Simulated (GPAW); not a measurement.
Variants of one calculation on K₃AsF₆ (Fm-3m, 10 atoms in the cell)

```yaml
crystal:
  lattice:
    - [0.00000, 4.50960, 4.50960]
    - [4.50960, 0.00000, 4.50960]
    - [4.50960, 4.50960, 0.00000]
  atoms:
    - { symbol: K, position: [0.25000, 0.25000, 0.25000] }
    - { symbol: K, position: [0.75000, 0.75000, 0.75000] }
    - { symbol: K, position: [0.50000, 0.50000, 0.50000] }
    - { symbol: As, position: [0.00000, 0.00000, 0.00000] }
    - { symbol: F, position: [0.22533, 0.22533, 0.77467] }
    - { symbol: F, position: [0.77467, 0.77467, 0.22533] }
    - { symbol: F, position: [0.77467, 0.22533, 0.22533] }
    - { symbol: F, position: [0.22533, 0.77467, 0.77467] }
    - { symbol: F, position: [0.22533, 0.77467, 0.22533] }
    - { symbol: F, position: [0.77467, 0.22533, 0.77467] }
```

Base run A: GPAW with LDA (Perdew-Wang 92), GPAW PAW datasets LDA (gpaw-data 1.0.1), self-consistent single point.

Its settings: mode = pw; ecut = 950 eV; xc = LDA; kpts = 3 3 3; mesh shift (steps) = 0 0 0; occupations.name = fermi-dirac; occupations.width = 0 eV; nbands = -4; convergence.bands = -2; symmetry.symmorphic = false; symmetry.tolerance = 0.0005; maxiter = 150.

The starting cell comes from a database of computed structures (which also holds hypothetical and non-ambient phases and stackings), without a prior relaxation at this level. Its lattice was rescaled by a random factor within 2.5 % of one.

ΔF is the free energy per atom less that of run A. A dash stands where there is no value to compare (another energy zero or no entropy term, no result, no spin, no clean gap, or a mesh too coarse for one). Absolute energies have different zeros for different potentials, functionals, Hubbard and dispersion terms and are not compared across them.

Run A gave: largest force (eV/Å) 0.102; gap on the mesh (eV) 4.003.

Runs:
- B: lattice scaled by 1.015; ecut: 950 eV → 570 eV
- C: convergence.energy: default → 1e-08 eV/electron; convergence.density: default → 5e-06 e/electron; convergence.eigenstates: default → 1e-12
- D: xc: LDA → MGGA_X_R2SCAN+MGGA_C_R2SCAN; potentials: GPAW PAW datasets PBE (gpaw-data 1.0.1) [r2SCAN]
- E: mixer.backend: default → broyden
- F: mixer.beta: default → 0.05; mixer.nmaxold: default → 1
- G: convergence.density: default → 0.001 e/electron; convergence.energy: default → 0.005 eV/electron; convergence.eigenstates: default → 4e-06

Question: What does run D change against A?

Answer: The largest force goes from 0.102 to 0.203 eV/Å and the gap on the mesh goes from 4.003 to 4.741 eV.

Question: What does run B change against A?

Answer: The free energy rises by 81.0 meV/atom, the largest force goes from 0.102 to 0.206 eV/Å and the gap on the mesh goes from 4.003 to 4.149 eV.

| run | ΔF (meV/atom) | largest force (eV/Å) | gap on the mesh (eV) |
|---|---|---|---|
| A | 0.00 | 0.102 | 4.003 |
| B | 81.0 | 0.206 | 4.149 |
| C | 0.00 | 0.102 | 4.003 |
| D | – | 0.203 | 4.741 |
| E | 0.00 | 0.103 | 4.003 |
| F | 0.00 | 0.104 | 4.003 |
| G | 0.00 | 0.104 | 4.002 |
